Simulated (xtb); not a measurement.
xtb 6.7.1, GFN1-xTB: Nb(NH)(OiPr)(Me)2 (CC(C)[O][Nb]([CH3])([CH3])=[NH]), 22 atoms. The geometry is a generated start, not checked to be a minimum at this level.

- run flags = --grad
- method = GFN1-xTB
- --acc = 1 (default)
- --etemp (K) = 300 (default)
- basis functions = 66
- valence electrons = 50

```xyz
22

Nb    -0.8987    -0.3123     0.7343
N     -1.8510    -1.7583     0.3649
H     -2.3190    -2.5758    -0.0292
O      0.2461     0.6022    -0.3276
C      0.9983     0.7553    -1.4694
C      0.5097    -0.2485    -2.5250
C      2.4823     0.5331    -1.1467
H      0.8613     1.7843    -1.8543
H      0.6151    -1.2608    -2.1235
H      1.0837    -0.1573    -3.4428
H     -0.5465    -0.0669    -2.7369
H      2.8208     1.2700    -0.4210
H      2.6083    -0.4633    -0.7210
H      3.0851     0.6215    -2.0456
C     -2.4935     1.1450     1.4213
H     -3.1075     0.7464     2.2366
H     -3.1774     1.4609     0.6264
H     -1.9857     2.0464     1.7939
C      0.1329    -0.9653     2.6515
H      0.3124    -2.0398     2.7584
H     -0.4808    -0.6550     3.5101
H      1.1042    -0.4619     2.7457
```

Charge 0 and multiplicity 1 are set for this test and not shown to be the ground state.

One run each on 1 thread. Values of broydamp tried: 0.02, 0.05, 0.1, 0.2, 0.4 (default), 0.6, 0.8, 1.

Which value of broydamp needs the fewest SCC iterations, and what happens away from it?

Fewest SCC iterations, within one of each other: 0.2 with 16, 0.4 (default) with 15, 0.6 with 15, 0.8 with 16. The count rises to 23 at 0.05. All converge to one solution.

| broydamp | SCC iterations | end |
|---|---|---|
| 0.02 | 22 | same solution |
| 0.05 | 23 | same solution |
| 0.1 | 17 | same solution |
| 0.2 | 16 | same solution |
| 0.4 (default) | 15 | same solution |
| 0.6 | 15 | same solution |
| 0.8 | 16 | same solution |
| 1 | 21 | same solution |
